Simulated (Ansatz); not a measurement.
## Effect of uniaxial strain ε_xx = −1.00 % on Ru

Start from Ru in the hcp (Mg type) structure (space group P6_3/mmc, No. 194; a = 2.691 Å, c = 4.249 Å; relaxed with 0.1 eV smearing). Axes: x lies along a and z along c of the hexagonal cell.

It is then changed as follows: uniaxial strain ε_xx = −1.00 %, all other strain components held at zero, atoms relaxed at fixed cell.

Calculations: Ansatz (a first-principles code) PBEsol, no SOC. k-mesh 25×25×14 (Γ-centred); smearing 0.1 eV (Fermi–Dirac).

The volume per atom drops by 0.133 Å³, from 13.33 Å³ to 13.19 Å³ and the space group becomes Cmcm (No. 63) (base: P6_3/mmc (No. 194)). The energy goes up by 2.7 meV/atom and the pressure (mean of the normal stresses, compression positive) goes from zero to 3.5 GPa. The band gap stays zero and the stress (xx, yy, zz, yz, xz, xy; compression positive) comes out as (6.6, 2.1, 1.9, 0.0, 0.0, 0.0) GPa.

Cost of the whole job for the changed cell (relaxation, final SCF and bands): very roughly 90 core-seconds.

Whether these cells are dynamically stable was not tested. All final runs are without spin polarisation.
